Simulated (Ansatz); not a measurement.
The parent structure is GaN (space group P4_2/mnm, No. 136; a = 5.4704 Å, c = 3.1829 Å; a hypothetical phase, not in the database extracts checked).

Now apply this change: cell and atoms relaxed at a pressure of 7.5 GPa.

Levels (all Ansatz, an electronic-structure program, PAW): PBEsol (420 eV, no spin-orbit coupling); HSE06 (420 eV, no SOC).

The geometry is relaxed with PBEsol.

| Quantity | Value |
|---|---|
| PBEsol band gap | 2.10 eV |

Task: What does HSE06 give at this geometry for the band gap?

Result: The band gap increases by 1.34 eV (2.10 eV → 3.44 eV).

Single points use the geometry relaxed with PBEsol. Load acts through the strain it causes; cell and atoms are relaxed under it. No phonon test of stability was made. Competing high-pressure phases were not computed.
